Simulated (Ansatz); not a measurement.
Start from ZnGeP2 in the chalcopyrite structure (space group I-42d, No. 122; a = 5.500 Å, c = 10.845 Å). Axes: x, y, z lie along a, b, c of the conventional cell.

The values are results of PBE in Ansatz (plane waves to 420 eV, PAW, no spin-orbit coupling), not measurements.

Base values:

The pressure is 0.00 GPa. The shortest interatomic distance is 2.360 Å.

It is then changed as follows: uniaxial strain ε_zz = +1.50 %, all other strain components held at zero, atoms relaxed at fixed cell.

Problem. What happens to the energy relative to the base?

Solution. The energy goes up by 1.7 meV/atom.

Problem. What does the calculation give for the pressure after the change?

Solution. The pressure (mean of the normal stresses, compression positive) goes from zero to -1.07 GPa.

Problem. Predict the new shortest interatomic distance.

Solution. The shortest interatomic distance increases by 0.0117 Å to 2.371 Å.

No phonon test of stability was made.

Ansatz is an electronic-structure program.
